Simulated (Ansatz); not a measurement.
Abridged Ansatz (a first-principles code) output:

```
Relaxation: its limit of steps is 50 (relax.max_steps)
Pseudopotential: Ti, paw, valence charge 12
Pseudopotential: O, paw, valence charge 6
Crystal: 6 atoms, lattice volume = 63.581 Å³
Basis set: ecut = 420 eV, 1261 PW (Γ), exchange–correlation on 50×50×80 points (8 copies of the dense FFT grid, shifted against one another)
Bands: 30, of which v1, the nominal top of the filled ones, is band 24 counted from 1 (23 counted from 0)
Symmetry: 16 space group operations
k-points: 163 of 1728
Functional: x = pbesol(κ = 0.804, μ = 0.12345679012345678), c = pbesol(β = 0.046)
SCF iter   1: F=—  HF=-7199.932381 eV  |F-HF|=—  |Δ(HF+E_count)|=         —  Δρ=6.46e-2  dr2=2.77e0  ethr=3.10e-3  ⟨swp⟩=5.4  Hψ=17256  notcnv=0
SCF iter   2: F=—  HF=-7199.537133 eV  |F-HF|=—  |Δ(HF+E_count)|=   3.95e-1  Δρ=3.43e-2  dr2=8.42e-1  ethr=3.10e-3  ⟨swp⟩=2.8  Hψ=9159  notcnv=0  defer=269
SCF 1 converged in 8 iterations: F = -7199.378351 eV  dr2 = 1.22e-8
relax step   1: F+E_penalty+E_count = -7199.37835060 eV  Δ(F+E_penalty+E_count) = +0.000e0 eV  max|allowed force component| = 6.013e-1 eV/Å  Δτ_max = 0.0000 Å  P = +17.908 GPa  Ω = 63.581 Å³  fix = [a, b, gamma]  reactions: a +24.238, b +24.238 GPa  (8 SCF iters, dr2 threshold 1.00e-7 eV, accepted)
[... steps on the carried basis left out ...]
relax step  11: F+E_penalty+E_count = -7199.54473517 eV  Δ(F+E_penalty+E_count) = +1.379e-5 eV  max|allowed force component| = 2.445e-5 eV/Å  Δτ_max = 0.0001 Å  P = +7.520 GPa  Ω = 66.835 Å³  energy of the carried Pulay correction = -1.407e-5 eV  fix = [a, b, gamma]  reactions: a +11.280, b +11.280 GPa  (5 SCF iters, dr2 threshold 8.88e-10 eV, accepted)
Crystal: 6 atoms, lattice volume = 66.835 Å³
SCF iter   1: F=—  HF=-7199.544585 eV  |F-HF|=—  |Δ(HF+E_count)|=         —  Δρ=5.70e-6  dr2=9.89e-9  ethr=8.72e-8  ⟨swp⟩=3.5  Hψ=30821  notcnv=0
SCF iter   2: F=—  HF=-7199.544750 eV  |F-HF|=—  |Δ(HF+E_count)|=   1.64e-4  Δρ=4.95e-6  dr2=1.26e-8  ethr=2.06e-11  ⟨swp⟩=3.4  Hψ=11948  notcnv=0
SCF 12 converged in 8 iterations: F = -7199.544750 eV  dr2 = 1.42e-12
SCF converged after 8 iterations
Free energy (F): -7199.544750 eV
Internal energy: -7199.544750 eV  (E = F + TS)
E sigma→0 (E₀):  -7199.544750 eV
Fermi energy:    8.717939 eV
--- Forces (eV/Å), atoms counted from 1 ---
  atom   1  Ti     0.00000000     0.00000000    -0.00000000
  atom   2  Ti    -0.00000000    -0.00000000     0.00000000
  atom   3  O     -0.00000000     0.00000000    -0.00002613
  atom   4  O     -0.00000000     0.00000000    -0.00002613
  atom   5  O      0.00000000    -0.00000000     0.00002613
  atom   6  O      0.00000000    -0.00000000     0.00002613
--- Stress (GPa, compression-positive) ---
       11.280343       0.000000      -0.000000
        0.000000      11.280343       0.000000
       -0.000000       0.000000       0.000531
  P = ⅓ Tr σ = 7.5204 GPa (75.204 kbar)
--- Relaxed structure (9 steps of the walk, 9 accepted, 3 SCFs on fresh bases) ---
  cell:  # Å, volume = 66.8350 Å³
    - [3.6099043307, 4.739979177207984e-23, -1.8497090592474315e-11]
    - [4.739980129869004e-23, 3.6099043307, 1.8497092451693947e-11]
    - [1.8049521653762797, -1.8049521653762797, 5.12876272791527]
  atoms:
    - { symbol: Ti, position: [0.5, 0.5, 4.865623261069835e-19] }
    - { symbol: Ti, position: [0.7500000000000002, 0.75, 0.5] }
    - { symbol: O, position: [0.6987740400263767, 0.30122595997362345, 0.6024519199472469] }
    - { symbol: O, position: [0.9487740400263768, 0.5512259599736233, 0.10245191994724683] }
    - { symbol: O, position: [0.5512259599736233, 0.9487740400263767, 0.8975480800527532] }
    - { symbol: O, position: [0.30122595997362345, 0.6987740400263767, 0.39754808005275316] }
```

Problem. What was computed, and what are the main results?

Solution. TiO2, 6 atoms in the cell, with Kohn–Sham DFT with the PBEsol functional, run in Ansatz with PAW and 420 eV plane waves, spin-orbit coupling left out, earlier PAW set. The last SCF converged to F = -7199.544750 eV, or -1199.9241 eV per atom, at a pressure of 7.52 GPa. The total energy compares only with runs of the same code, potentials and settings.

The cells carry an imposed strain or load. Whether these cells are dynamically stable was not tested. The final runs are not spin-polarised. The cell was made from TiO2 in the anatase structure (space group I4_1/amd, No. 141) by this change: biaxial strain −4.24 %, plane normal [001], relaxed out of plane.

Keys are those of Ansatz 0.2.
